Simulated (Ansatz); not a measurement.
Base system: BN in the wurtzite structure (space group P6_3mc, No. 186; a = 2.541 Å, c = 4.203 Å). Axes: x lies along a and z along c of the hexagonal cell.

Computed with PBEsol (Ansatz, a quantum-chemistry and plane-wave program; PAW; 420 eV plane waves; without spin-orbit coupling).

For the base:

| Item | Value |
|---|---|
| Band gap | 4.96 eV |

Now apply this change: biaxial strain +1.20 %, plane normal [001], relaxed out of plane (Cartesian); in-plane vectors clamped, the third vector and the atoms free.

Task: How does this affect the band gap?

Result: The band gap grows by 0.101 eV (4.96 eV → 5.07 eV).

Task: Estimate the effect on the out-of-plane strain.

Result: The out-of-plane strain amounts to -0.14 %.

No phonon test of stability was made.
